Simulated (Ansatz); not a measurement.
Si on a Hf site (surface) in a 2x1 cell of the 1x1 (100) surface of monoclinic HfO2 (cut with top plane 2 O)

Host crystal: monoclinic HfO2, with a band gap (PBE, scalar-relativistic without spin-orbit coupling).

Computed with PBE (plane waves to 420 eV, PAW; Ansatz, a first-principles code).

Set-up: 48 atoms, 9.3 Å thick at the start (thin: gaps and levels are the slab's own); mesh 2x4x1; 0.01 eV smearing; dipole correction on; 4 atoms held, the rest relaxed; no symmetry held; no spin, no spin-orbit, no U.

```yaml
formation energy against hcp Hf, silicon: 2.82 eV
gap_of_the_slab_on_its_k_mesh: 3.64 eV
highest_filled_level_below_the_top_vacuum_level: 6.98 eV
change_of_the_step_from_the_bottom_to_the_top_vacuum_level_against_the_clean_slab: -0.24 eV
energy_released_by_relaxation: 3.52 eV
largest_move_of_a_host_atom: 0.66 Å
```
